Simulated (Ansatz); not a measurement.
**A short convergence ladder for VAs₂ (C2/m, 6 atoms in the cell)**

```
VAs2
1.0
    4.49745    -1.63502     0.00000
    4.49745     1.63502     0.00000
   -3.71356     0.00000     6.44329
V As
2 4
Direct
  0.84537   0.84537   0.80540
  0.15463   0.15463   0.19460
  0.59591   0.59591   0.89547
  0.40409   0.40409   0.10453
  0.14758   0.14758   0.53483
  0.85242   0.85242   0.46517
```

Base method: LDA (PW92), default PAW files made with PBE (plane waves; Ansatz, a quantum-chemistry and plane-wave program).

Base settings: basis.ecutwfc = 30.9 Ry; kpoints.mp_grid.grid = 7 7 3; hamiltonian.xc = lda; hamiltonian.pseudopotentials = {kind: paw} (the program's default PAW files); scf.occupations.method = fermi_dirac; scf.occupations.width = 0.0073 Ry.

Core times come from one kind of shared machine, to one figure; runs under 30 s give none.

**Zone-centre phonons against the cutoff**

In this ladder: phonons.method = dfpt.

The mesh stays at the base's, so the ladder's end is converged at best in this setting alone.

Frequencies are those of the unrelaxed cell, without the LO-TO term of polar crystals.

Only quantities that move along the ladder and can be compared are tabulated.

```csv
basis.ecutwfc,highest zone-centre frequency (cm⁻¹),lowest optical frequency (cm⁻¹),core time / last (rough)
15.4 Ry,371.9,131.8,0.4
21.7 Ry,332.6,126.8,0.6
30.9 Ry,336.3,128.0,0.8
37.1 Ry,336.3,128.0,1
```

Coarsest basis.ecutwfc that holds the lowest optical frequency within 1 cm⁻¹ of the last step, with all finer ones: 30.9 Ry; the step before is off by 1.2 cm⁻¹.

Coarsest basis.ecutwfc that holds the highest zone-centre frequency within 5 cm⁻¹ of the last step, with all finer ones: 21.7 Ry; the step before is off by 36 cm⁻¹.

On the base run: the starting cell comes from a database of computed structures (which also holds hypothetical and non-ambient phases and stackings), without a prior relaxation at this level. Its lattice was rescaled by up to half a per cent. Spin polarisation is off, so a magnetic state, if there is one, cannot be reached. In the base run, with a pressure of about -5 GPa the cell is away from its equilibrium volume at this level.

Keys are those of Ansatz 0.2.
